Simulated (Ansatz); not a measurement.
Take BaZrO3 in the cubic perovskite structure (space group Pm-3m, No. 221; a = 4.227 Å) as the base.

Calculations: PBE in Ansatz (plane waves to 420 eV, PAW, without spin-orbit coupling).

Before the change:

```
Quantity                                 Value
-------------------  -------------------------
Electron mass        0.36, 0.36, 2.8 mₑ (at Γ)
Smallest direct gap                    3.40 eV
Band gap                               3.18 eV
Pressure                              0.01 GPa
```

One thing is altered: an isotropic linear strain of −2.40 %; the atoms relax in the strained cell.

### Question
Predict the new electron mass, smallest direct gap, band gap and pressure.

### Answer
The electron mass (degenerate bands, along [100]) becomes 0.34, 0.34, 2.6 mₑ (at Γ) (base: 0.36, 0.36, 2.8 mₑ (at Γ)); the smallest direct gap rises by 0.074 eV (3.40 eV → 3.48 eV); the band gap goes up by 0.17 eV, from 3.18 eV to 3.35 eV; the pressure grows by 12.80 GPa, from 0.01 GPa to 12.81 GPa.

Effective masses come from finite differences of ±0.01 Å⁻¹. Stability against distortions was not tested.

Ansatz is an electronic-structure program.
